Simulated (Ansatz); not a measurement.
Consider this model of amorphous silicon carbide (Si40C24).

```yaml
crystal:
  lattice:
    - [9.53041, 0.00000, 0.00000]
    - [0.00000, 9.53041, 0.00000]
    - [0.00000, 0.00000, 9.53041]
  atoms:
    - { symbol: Si, position: [0.10090, 0.91287, 0.04507] }
    - { symbol: Si, position: [0.36040, 0.28050, 0.03363] }
    - { symbol: Si, position: [0.15844, 0.88554, 0.36889] }
    - { symbol: Si, position: [0.52037, 0.88736, 0.34821] }
    - { symbol: Si, position: [0.10050, 0.47915, 0.35303] }
    - { symbol: Si, position: [0.96770, 0.60142, 0.73225] }
    - { symbol: Si, position: [0.50949, 0.43162, 0.52242] }
    - { symbol: Si, position: [0.52357, 0.57193, 0.23516] }
    - { symbol: Si, position: [0.26632, 0.73809, 0.64426] }
    - { symbol: Si, position: [0.19988, 0.56468, 0.88751] }
    - { symbol: Si, position: [0.74053, 0.43524, 0.39021] }
    - { symbol: Si, position: [0.18356, 0.40271, 0.59127] }
    - { symbol: Si, position: [0.43465, 0.97750, 0.11906] }
    - { symbol: Si, position: [0.41969, 0.25336, 0.77539] }
    - { symbol: Si, position: [0.79881, 0.74766, 0.04936] }
    - { symbol: Si, position: [0.61588, 0.02179, 0.62539] }
    - { symbol: Si, position: [0.69473, 0.78055, 0.64120] }
    - { symbol: Si, position: [0.55253, 0.52210, 0.98706] }
    - { symbol: Si, position: [0.72838, 0.14801, 0.15143] }
    - { symbol: Si, position: [0.79362, 0.43459, 0.74192] }
    - { symbol: Si, position: [0.31758, 0.92681, 0.80909] }
    - { symbol: Si, position: [0.77804, 0.19963, 0.60652] }
    - { symbol: Si, position: [0.03819, 0.83459, 0.57648] }
    - { symbol: Si, position: [0.37194, 0.12234, 0.54100] }
    - { symbol: Si, position: [0.01761, 0.34686, 0.03946] }
    - { symbol: Si, position: [0.18521, 0.14941, 0.26880] }
    - { symbol: Si, position: [0.27043, 0.65749, 0.27736] }
    - { symbol: Si, position: [0.93259, 0.02376, 0.87888] }
    - { symbol: Si, position: [0.04847, 0.11545, 0.55535] }
    - { symbol: Si, position: [0.74746, 0.80126, 0.28319] }
    - { symbol: Si, position: [0.88739, 0.00569, 0.29806] }
    - { symbol: Si, position: [0.89054, 0.26952, 0.30717] }
    - { symbol: Si, position: [0.80858, 0.49644, 0.10155] }
    - { symbol: Si, position: [0.33935, 0.69261, 0.03656] }
    - { symbol: Si, position: [0.53645, 0.20316, 0.29327] }
    - { symbol: Si, position: [0.88061, 0.62806, 0.40657] }
    - { symbol: Si, position: [0.72670, 0.30747, 0.95365] }
    - { symbol: Si, position: [0.48246, 0.69360, 0.51610] }
    - { symbol: Si, position: [0.61582, 0.73443, 0.87316] }
    - { symbol: Si, position: [0.66495, 0.96976, 0.98234] }
    - { symbol: C, position: [0.30011, 0.88625, 0.00551] }
    - { symbol: C, position: [0.07013, 0.26328, 0.68354] }
    - { symbol: C, position: [0.15149, 0.03249, 0.77923] }
    - { symbol: C, position: [0.24892, 0.25534, 0.87622] }
    - { symbol: C, position: [0.53059, 0.06712, 0.44077] }
    - { symbol: C, position: [0.07285, 0.99287, 0.21862] }
    - { symbol: C, position: [0.91867, 0.27319, 0.74231] }
    - { symbol: C, position: [0.88412, 0.71690, 0.59005] }
    - { symbol: C, position: [0.98864, 0.76049, 0.00265] }
    - { symbol: C, position: [0.02559, 0.98289, 0.70041] }
    - { symbol: C, position: [0.69088, 0.38028, 0.58283] }
    - { symbol: C, position: [0.06826, 0.31073, 0.23632] }
    - { symbol: C, position: [0.44276, 0.05997, 0.72226] }
    - { symbol: C, position: [0.55132, 0.39852, 0.33272] }
    - { symbol: C, position: [0.20920, 0.07037, 0.45128] }
    - { symbol: C, position: [0.36668, 0.32029, 0.59342] }
    - { symbol: C, position: [0.52234, 0.33247, 0.92658] }
    - { symbol: C, position: [0.03126, 0.66143, 0.90817] }
    - { symbol: C, position: [0.36877, 0.16025, 0.18481] }
    - { symbol: C, position: [0.20013, 0.38305, 0.96151] }
    - { symbol: C, position: [0.15814, 0.17969, 0.78671] }
    - { symbol: C, position: [0.17030, 0.56693, 0.69285] }
    - { symbol: C, position: [0.89010, 0.13680, 0.45115] }
    - { symbol: C, position: [0.90984, 0.22352, 0.89719] }
```

Calculation: PBE, scalar-relativistic without spin-orbit coupling (plane waves to 420 eV, PAW; Ansatz, a quantum-chemistry and plane-wave program). Neutral PBE cell, which sets geometry, pressure and energy: sampling: a 2×2×2 Γ-centred mesh; Fermi-Dirac width 0.05 eV; no spin polarisation.

The cell was made by melting and quenching with the CHGNet potential and then relaxed with DFT. The hot cell started wider than the set density and was brought back towards it in steps. It is the lowest in DFT energy of 2 quenches. It is a model cell: composition and starting density were chosen by hand, and all elements were melted together. No dispersion term was used. A short ab initio anneal came between quench and relaxation. Its density started from a set value of 2.73 and ended at 2.71 g/cm³. Cooling (nominally 210 K/ps over its main leg) ran many orders faster than in experiment, which tends to leave more defects and strain. One small periodic cell is one sample of the glass; other quenches scatter about these values. The volume was free in the relaxation, at fixed shape.

Problem. Give the pressure, the energy against reference phases and the spacing of the highest filled and lowest empty levels.

Solution. 
* **Pressure on a 2×2×2 Γ-centred mesh**: 0.02 GPa
* **Largest force and stress component on that mesh (the relaxation ran on one k-point at (1/4, 1/4, 1/4))**: 0.23 eV/Å and 2.9 GPa
* **Energy relative to 6H silicon carbide + silicon (lowest mix at this level among the phases computed, not always the ambient ones)**: 0.542 eV/atom
* **Gap on a 2×2×2 Γ-centred mesh (PBE)**: within the smearing (under twice its width)

Problem. At PBE and the zone centre, how localised are the states just below and above the Fermi level (participation number: the atoms over which a state spreads)?

Solution. The highest filled state is spread over 24.4 atoms' worth, largest on Si33, with weights by element (charge in smoothed Voronoi cells) Si 0.76, C 0.24. The lowest empty state is spread over 22.6 atoms' worth, largest on Si34, with weights by element (charge in smoothed Voronoi cells) Si 0.78, C 0.22.

The levels at the Fermi energy are partly filled. A closed spacing in one fast-quenched cell at PBE doesn't show the material to be a metal.

Neighbours within Si-Si 2.74 Å, Si-C 2.18 Å, C-C 1.76 Å count as bonded.

A PBE run started with 1 μB on atoms that lack a bond or may hold spare charge lost its moments; other starts weren't tried.
